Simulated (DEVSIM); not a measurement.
System: Si p+/n-/n+ power diode, at 250 K.

| layer (left to right) | material | thickness (μm) | Nd (cm⁻³) | Na (cm⁻³) | τn (s) | τp (s) |
|---|---|---|---|---|---|---|
| 1 | Si | 2.50 | - | 7.2e18 | 8.5e-5 | 8.5e-5 |
| 2 | Si | 3.70 | 1e15 | - | 8.5e-5 | 8.5e-5 |
| 3 | Si | 6.00 | 2.3e18 | - | 8.5e-5 | 8.5e-5 |

Left contact: ohmic. Right contact: ohmic. Voltage is applied to the left contact. Recombination: SRH at mid-gap, radiative, Auger. Mobility is constant in doping.

This is a model device: material constants are rounded textbook-type values typed into the input, and sizes, dopings and lifetimes were drawn at random. Values at 300 K; Nc and Nv go as T^1.5, mobilities as T to minus their exponent, the gap by Varshni's rule with the affinity fixed.

```
parameter               Si
----------------  --------
gap (eV)             1.124
affinity (eV)         4.05
permittivity          11.7
Nc (cm⁻³)          2.86e19
Nv (cm⁻³)           3.1e19
μn (cm²/Vs)           1417
μp (cm²/Vs)            470
T exponent of μn       2.3
T exponent of μp       2.2
B (cm³/s)          4.7e-15
Cn (cm⁶/s)         2.8e-31
Cp (cm⁶/s)         9.9e-32
Varshni α (eV/K)  0.000473
Varshni β (K)          636
```

Simulated with DEVSIM: 1D drift-diffusion, Boltzmann statistics, complete ionisation; no tunnelling, impact ionisation, image-force lowering or self-heating.

The doping Na of layer 1 was swept, all else fixed.

| doping Na of layer 1 (cm^-3) | dark forward voltage at 100 A/cm² (V) | potential step across the device at zero bias (V) | dark forward voltage at 1 A/cm² (V) |
|---|---|---|---|
| 2.2e17 | 0.850 | 0.987 | 0.747 |
| 7.2e17 | 0.873 | 1.013 | 0.772 |
| 2.2e18 | 0.894 | 1.037 | 0.794 |
| 7.2e18 | ? | 1.062 | ? |

**Question.** Fill in the missing entries.

**Answer.** 
- 7.2e18, dark forward voltage at 100 A/cm² (V): 0.915
- 7.2e18, dark forward voltage at 1 A/cm² (V): 0.815
